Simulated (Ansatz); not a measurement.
The parent structure is HgF$_{2}$ in the fluorite structure (space group Fm-3m, No. 225; a = 5.539 Å). Axes: x, y, z lie along the cube axes.

Calculations: Kohn–Sham DFT with the PBEsol functional, run in Ansatz (a program for electronic structure) with PAW and 420 eV plane waves, without spin-orbit coupling.

For the base:

The valence-band top at Γ is 0.00, 0.00, 0.00 eV. The band gap is 0.80 eV.

One thing is altered: the cell is compressed by 1.50 % along z with no lateral relaxation, atoms relaxed at fixed cell.

### Question
Estimate the effect on the valence-band top at Γ.

### Answer
The valence-band top at Γ (three highest levels, from the VBM) changes from 0.00, 0.00, 0.00 eV to 0.00, 0.00, -0.03 eV.

### Question
How does this affect the energy relative to the base?

### Answer
The energy grows by 1.6 meV/atom.

### Question
Estimate the effect on the band gap.

### Answer
The band gap decreases by 0.01 eV (0.80 eV → 0.79 eV).

Spin-orbit coupling, missing from the scalar runs, can matter with Hg. The cells carry an imposed strain or load. Stability against distortions was not tested.
